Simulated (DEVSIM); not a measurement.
System: abrupt InP p-n junction, at 300 K.

Layer 1 from the left is InP, thickness (μm) 6.50, Na (cm⁻³) 7e17, τn (s) 5e-8, τp (s) 5e-8. Layer 2 from the left is InP, thickness (μm) 4.50, Nd (cm⁻³) 9.6e14, τn (s) 5e-8, τp (s) 5e-8.

Left contact: ohmic. Right contact: ohmic. Voltage is applied to the left contact. Recombination: SRH at mid-gap, radiative. Mobility is μmin + (μ − μmin)/(1 + (N/Nref)^α).

Constants are typed, rounded textbook-type inputs, not results; the design itself was drawn at random and stands for no fabricated device. Values at 300 K.

InP: gap (eV) 1.344, affinity (eV) 4.38, permittivity 12.5, Nc (cm⁻³) 5.7e17, Nv (cm⁻³) 1.1e19, μn (cm²/Vs) 5200, μp (cm²/Vs) 170, μn,min 400, μp,min 10, Nref,n 3e17, Nref,p 4.9e17, αn 0.47, αp 0.62, B (cm³/s) 1.2e-10.

**Question.** Estimate by hand the built-in potential, the peak field at zero bias, the capacitance at -0.6 V, and compare with a numerical solution.

**Answer.** 
- Built-in potential: ni = √(Nc Nv) exp(−Eg/2kT) = 1.29e7 cm⁻³ with Eg = 1.344 eV; Vbi = kT/q ln(Na Nd/ni²) = 1.108 V; numerical 1.108 V.
- Peak field at zero bias: depletion approximation: W = √(2εVbi/(qN)) = 1.26 μm with N = 9.59e14 cm⁻³; field = 2Vbi/W = 17500 V/cm; numerical 46100 V/cm (estimate below by 62 %).
- Capacitance at -0.6 V: C = √(qεN / 2(Vbi + |V|)) = 7.06 nF/cm²; numerical 7.29 nF/cm² (estimate below by 3.2 %).

Simulated with DEVSIM: 1D drift-diffusion, Boltzmann statistics, complete ionisation; no tunnelling, impact ionisation, image-force lowering or self-heating.
